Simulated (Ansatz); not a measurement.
# BiRh, response to strain

Base system: BiRh in the NiAs type structure (space group P6_3/mmc, No. 194; a = 4.1129 Å, c = 5.6362 Å; relaxed with 0.1 eV smearing). Axes: x lies along a and z along c of the hexagonal cell.

Strains are applied to the cell and any free atomic positions relax; under biaxial strain the out-of-plane vector relaxes too.

Method: Kohn–Sham DFT with the PBEsol functional, run in Ansatz (an electronic-structure program) with PAW and 420 eV plane waves, scalar-relativistic without spin-orbit coupling.

Notes on the quantities. pressure: mean of the normal stresses, compression positive; energy relative to the base: free energy F.

| case | pressure | energy relative to the base | volume per atom | space group |
|---|---|---|---|---|
| base | 0.0 GPa | 0 meV/atom | 20.64 Å³ | P6_3/mmc (No. 194) |
| biaxial strain −3.90 %, plane normal [001], relaxed out of plane | 5.2 GPa | – | 19.90 Å³ | P6_3/mmc (No. 194) |
| uniaxial strain ε_xx = −5.19 % | 7.8 GPa | +32 meV/atom | 19.57 Å³ | Cmcm (No. 63) |
| uniaxial strain ε_zz = +0.97 % | -1.3 GPa | +1.3 meV/atom | 20.84 Å³ | P6_3/mmc (No. 194) |
| uniaxial strain ε_zz = +3.41 % | -4.1 GPa | +15 meV/atom | 21.35 Å³ | P6_3/mmc (No. 194) |

Whether these cells are dynamically stable was not tested. The final runs are not spin-polarised.
